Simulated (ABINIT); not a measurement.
Worked example: relaxation of cell and atoms of Cr (P6_3/mmc, 2 atoms in the cell) in ABINIT.

Method: LDA (PW92), norm-conserving pseudopotentials (PseudoDojo nc-sr-04 LDA standard) (plane waves; ABINIT).

Input:

```
# Cr, PseudoDojo nc-sr-04 LDA standard
pp_dirpath "./"
pseudos "Cr.upf"
acell 2.4362588937 2.4362588937 4.4682050000 Angstrom
rprim
         1.0000000000    0.0000001127    0.0000000000
        -0.5000000976    0.8660253474    0.0000000000
         0.0000000000    0.0000000000    1.0000000000
natom 2
ntypat 1
znucl 24
typat 1 1
xred
         0.3333333333    0.6666666667    0.2500000000
         0.6666666667    0.3333333333    0.7500000000
ecut 56 Ry
ixc 7
occopt 7
tsmear 0.00367493
nband 19
kptopt 1
ngkpt 5 5 3
nshiftk 1
shiftk 0 0 0
nstep 50
tolvrs 1.0e-11
ionmov 3
ntime 40
tolmxf 1.0e-04
optcell 2
dilatmx 1.08
ecutsm 0.5
prtwf 0
prtden 0
enunit 2
```

Output (repeated stretches shortened):

```
--- Iteration: ( 5/40) Internal Cycle: (1/1)

 Cartesian coordinates (xcart) [bohr]
  5.89850861043573E-07 -5.23387121839428E+00  2.28652402833034E+01
 -4.53266514052047E+00 -2.61693612002853E+00  6.85957208499101E+01
 Reduced coordinates (xred)
  3.33333333333333E-01  6.66666666666666E-01  2.50000000000000E-01
  6.66666666666666E-01  3.33333333333333E-01  7.50000000000000E-01
 Scale of Primitive Cell (acell) [bohr]
  9.06533087089187E+00  9.06533087061668E+00  9.14609611332135E+01
 Real space primitive translations (rprimd) [bohr]
 -9.06533087089181E+00 -1.02166278914951E-06  0.00000000000000E+00
  4.53266632022220E+00 -7.85080631676003E+00  0.00000000000000E+00
  0.00000000000000E+00  0.00000000000000E+00  9.14609611332135E+01
 Unitary Cell Volume (ucvol) [Bohr^3]=  6.50929137439119E+03
 Angles (23,13,12)= [degrees]
  9.00000000000000E+01  9.00000000000000E+01  1.20000000000934E+02
 Lengths [Bohr]
  9.06533087089187E+00  9.06533087061668E+00  9.14609611332135E+01

---SELF-CONSISTENT-FIELD CONVERGENCE--------------------------------------------

 getcut: wavevector=  0.0000  0.0000  0.0000  ngfft=  24  24  45
         ecut(hartree)=     28.000   => boxcut(ratio)=   0.20196

--- !ERROR
src_file: m_kg.F90
src_line: 169
mpi_rank: 0
message: |
    Choice of acell, ngfft, and ecut
    ===> basis sphere extends BEYOND fft box !
    Recall that boxcut=Gcut(box)/Gcut(sphere)  must be > 1.
    Action: try larger ngfft or smaller ecut.
    Note that ecut=effcut/boxcut**2 and effcut=    1.142099
    This situation might happen when optimizing the cell parameters.
    Your starting geometry might be crazy.
    See https://wiki.abinit.org/doku.php?id=howto:troubleshooting#incorrect_initial_geometry .
...

 abinit_abort: decision taken to exit. Check above messages for more info
Abort(13) on node 0 (rank 0 in comm 0): application called MPI_Abort(MPI_COMM_WORLD, 13) - process 0

--- !ERROR
src_file: m_kg.F90
src_line: 169
mpi_rank: 0
message: |
    Choice of acell, ngfft, and ecut
    ===> basis sphere extends BEYOND fft box !
    Recall that boxcut=Gcut(box)/Gcut(sphere)  must be > 1.
    Action: try larger ngfft or smaller ecut.
    Note that ecut=effcut/boxcut**2 and effcut=    1.142099
    This situation might happen when optimizing the cell parameters.
    Your starting geometry might be crazy.
    See https://wiki.abinit.org/doku.php?id=howto:troubleshooting#incorrect_initial_geometry .
...
```

The program stopped with an error. 

The starting cell comes from a database of computed structures (which also holds hypothetical and non-ambient phases and stackings), without a prior relaxation at this level. Its lattice was rescaled by up to half a per cent.

Cost on one core of a shared machine: roughly 70 s.
